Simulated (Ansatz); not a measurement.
Consider the following.

```
InSb
1.0
    0.00000     3.31651     3.31651
    3.31651     0.00000     3.31651
    3.31651     3.31651     0.00000
In Sb
1 1
Direct
  0.00000   0.00000   0.00000
  0.25000   0.25000   0.25000
```

These are PBE with spin-orbit coupling, rigid bands (plane waves, PAW; Ansatz, a quantum-chemistry and plane-wave program) values and carry that method's errors. Condition of this run: hydrostatic pressure of -1.95 GPa (compression positive) (the target of the relaxation). How the cell was made: cell and atoms relaxed with PBEsol, then loaded as said.

Is this a good metal at this level?

No. No gap is resolved, and few carriers conduct, as in a semimetal or a zero-gap semiconductor. N(E_F) = 0.0087 states/eV a cell at 300 K and the Drude plasma energy along the best axis is 0.173 eV, several times under that of a simple or noble metal.
